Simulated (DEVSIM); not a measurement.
System: abrupt GaAs n-p junction, at 300 K.

| layer (left to right) | material | thickness (μm) | Nd (cm⁻³) | Na (cm⁻³) | τn (s) | τp (s) |
|---|---|---|---|---|---|---|
| 1 | GaAs | 43.0 | 1.9e15 | - | 2.9e-8 | 8.7e-10 |
| 2 | GaAs | 4.00 | - | 3.2e14 | 2.9e-8 | 2.9e-8 |

Left contact: ohmic. Right contact: ohmic. Voltage is applied to the left contact. Recombination: SRH at mid-gap, radiative. Mobility is constant in doping.

This is a model device: material constants are rounded textbook-type values typed into the input, and sizes, dopings and lifetimes were drawn at random. Values at 300 K.

```csv
parameter,GaAs
gap (eV),1.424
affinity (eV),4.07
permittivity,12.9
Nc (cm⁻³),4.7e17
Nv (cm⁻³),9e18
μn (cm²/Vs),8500
μp (cm²/Vs),400
B (cm³/s),2e-10
```

Model (solved in DEVSIM): 1D drift-diffusion, Boltzmann statistics, complete ionisation; no tunnelling, impact ionisation, image-force lowering or self-heating.

Give the dark forward current.


```tsv
V (V)	J (A/cm²)
-0.05	-1.5e-10
-0.15	-1.5e-9
-0.25	-1.2e-8
-0.35	-9.0e-8
-0.45	-7.5e-7
-0.55	-9.0e-6
-0.65	-0.00021
-0.75	-0.0079
-0.85	-0.32
-0.95	-7.3
-1.00	-19
-1.10	-54
-1.20	-97
-1.30	-150
-1.40	-200
-1.50	-250
-1.60	-300
-1.70	-360
-1.80	-420
-1.90	-480
```
